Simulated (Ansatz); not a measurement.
The starting structures come from a database of crystals and need not be the phases stable at ambient conditions.

Here is the system:

```
CELL_PARAMETERS angstrom
      3.88559     0.00000     0.00000
      0.00000     7.02368     0.00000
      0.00000     0.00000     9.06549
ATOMIC_POSITIONS crystal
  H  0.13999 0.58289 0.58648
  H  0.86001 0.08289 0.91352
  H  0.13999 0.58289 0.41352
  H  0.86001 0.08289 0.08648
  Mo 0.29739 0.19164 0.50000
  Mo 0.70261 0.69164 0.00000
  Cl 0.22072 0.25173 0.75162
  Cl 0.77928 0.75173 0.74838
  Cl 0.22072 0.25173 0.24838
  Cl 0.77928 0.75173 0.25162
  O  0.23988 0.52021 0.50000
  O  0.76012 0.02021 0.00000
  O  0.25269 0.95318 0.50000
  O  0.74731 0.45318 0.00000
  O  0.74451 0.22295 0.50000
  O  0.25549 0.72295 0.00000
```

The cell was relaxed by PBE-D3(BJ); by r2SCAN it stands under a pressure of -1.2 GPa.

Transport runs along the normal of the first two printed cell vectors.

No gap correction and no spin-orbit coupling; mid-gap is the computed energy nearest the middle.

**Question.** Estimate the band gap and the smallest decay constant κ at mid-gap that r2SCAN (Ansatz, an electronic-structure program) returns for this system.

**Answer.** Gap 2.62 eV on a 8×4×4 mesh; κ = 0.502 1/Å, at (0.250, 0.000) of the in-plane reciprocal vectors. At the zone centre the slowest state has κ = 0.51 1/Å.
